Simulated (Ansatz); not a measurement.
The reference is SiO2 (space group P3_221, No. 154; a = 4.8658 Å, c = 5.3652 Å).

Level of theory: Ansatz (a program for electronic structure) LDA, without spin-orbit coupling.

Before the change:

The pressure is 0.00 GPa.

Now apply this change: every lattice vector is shortened by 0.75 %; the atoms relax in the strained cell.

Question: What does the calculation give for the energy relative to the base after the change?

Answer: The energy goes up by 0.7 meV/atom.

Question: What happens to the pressure?

Answer: The pressure (mean of the normal stresses, compression positive) goes from zero to 0.86 GPa.

Question: What does the calculation give for the largest internal atomic displacement after the change?

Answer: The largest internal atomic displacement comes out as 0.040 Å.

No phonon test of stability was made.
